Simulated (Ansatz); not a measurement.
The reference is Au in the fcc (Cu type) structure (space group Fm-3m, No. 225; a = 4.0834 Å). Axes: x, y, z lie along the cube axes.

Computed with PBEsol in Ansatz (plane waves to 420 eV, PAW, scalar-relativistic without spin-orbit coupling).

For the base:

The pressure comes out as 0.0 GPa.

The change: tensile biaxial strain of 1.07 % in the plane normal to [001], as in epitaxy on a mismatched substrate; the out-of-plane cell vector and the atoms relax.

### Question
Predict the new energy relative to the base and pressure.

### Answer
The energy grows by 1.0 meV/atom; the pressure (mean of the normal stresses, compression positive) goes from zero to -0.5 GPa.

Without a gap, meshes like the base's 20×20×20 leave anisotropic stresses uncertain by several tenths of a GPa, and small strain energies with them. Stability against distortions was not tested.

Ansatz is a quantum-chemistry and plane-wave program.
